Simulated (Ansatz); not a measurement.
## Ag2S (within 0.1 Å of Cmcm, No. 63, 6 atoms in the cell; start mp-36216; a measured phase of this formula has another space group)

Method: HSE06 (Ansatz, a quantum-chemistry and plane-wave program, PAW).

Run with plane-wave cutoff 460 eV, 6×6×4 k mesh (along the axes of the cell as run), Fermi–Dirac smearing 0.01 eV, no spin polarisation, scalar-relativistic PAW data made under PBE.

Cell (relaxed with PBEsol):

Ag2S is taken in the orthorhombic space group Cmcm (No. 63), Pearson symbol oS12. Conventional cell: a = 4.653 Å, b = 6.933 Å, c = 7.212 Å, α = 90.00°, β = 90.00°, γ = 90.00°. Ag1 on 4a is coordinated by 2 S at 2.393 Å (linear). Ag2 on 4c has 2 S at 2.471 Å and 1 S at 2.633 Å (trigonal planar). S on 4c is surrounded by 4 Ag at 2.393–2.471 Å and 1 Ag at 2.633 Å. (Neighbours: up to the widest gap in distance over summed covalent radii, below 1.35, at either atom; cation-cation and far metal-metal contacts left out.)
(The calculation used a cell of 6 atoms; values per cell refer to that cell.)

```json
{
  "band_gap": "2.13 eV (on the SCF k mesh)"
}
```

Note: cell and atoms aren't relaxed at this level (pressure 4.8 GPa).

Spin–orbit coupling is not included.

Computed values are for the static lattice.

Cost on a shared machine: very roughly 11 core-minutes.

A start named mp-… is a Materials Project structure, which need not be a measured phase.
